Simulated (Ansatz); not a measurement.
**Effect of isotropic strain +1.50 % on Pt**

Consider Pt in the fcc (Cu type) structure (space group Fm-3m, No. 225; a = 3.895 Å; relaxed with 0.1 eV smearing).

One thing is altered: the cell is scaled by 1.0150 in all directions; the atoms relax in the strained cell.

The values are results of Ansatz (a quantum-chemistry and plane-wave program), LDA, PAW, cutoff 420 eV, no spin-orbit coupling, not measurements. Γ-centred 29×29×29 mesh, Fermi–Dirac width 0.1 eV.

- Volume per atom: 15.45 Å³ (base 14.78 Å³)
- Space group: Fm-3m (No. 225) (base Fm-3m (No. 225))
- Shortest interatomic distance: 2.796 Å (base 2.754 Å)
- Energy relative to the base (free energy F): +27 meV/atom
- Pressure: -12.1 GPa (base 0.0 GPa)
- Band gap: zero (base zero)

Final structure:

```yaml
crystal:
  lattice:
    - [0.00000, 1.97690, 1.97690]
    - [1.97690, 0.00000, 1.97690]
    - [1.97690, 1.97690, 0.00000]
  atoms:
    - { symbol: Pt, position: [0.00000, 0.00000, 0.00000] }
```

Whether these cells are dynamically stable was not tested. The final runs are not spin-polarised. Pt lies near a magnetic instability that expansion can trigger; it was not tested.
